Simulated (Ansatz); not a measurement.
# How the enthalpy of formation of CsCl-type CdO (model structure) moves with the method

No measured value is used here.

| level (code) | value (eV/atom) |
|---|---|
| LDA (Ansatz) | -0.868 |
| PBE (Ansatz) | -0.609 |
| PBEsol (Ansatz) | (withheld) |

Problem. Complete the blanks.

Solution. 
- PBEsol (Ansatz, a first-principles code), value (eV/atom): -0.690

Each level is taken at its own relaxed cell. Ansatz's density-functional and Hartree–Fock values are scalar-relativistic unless marked +SOC, with PAW data made under PBE.

A model structure was made by putting elements into a prototype or built by hand; it is no filed structure, need not be a known phase, and can be a saddle point held by its symmetry.
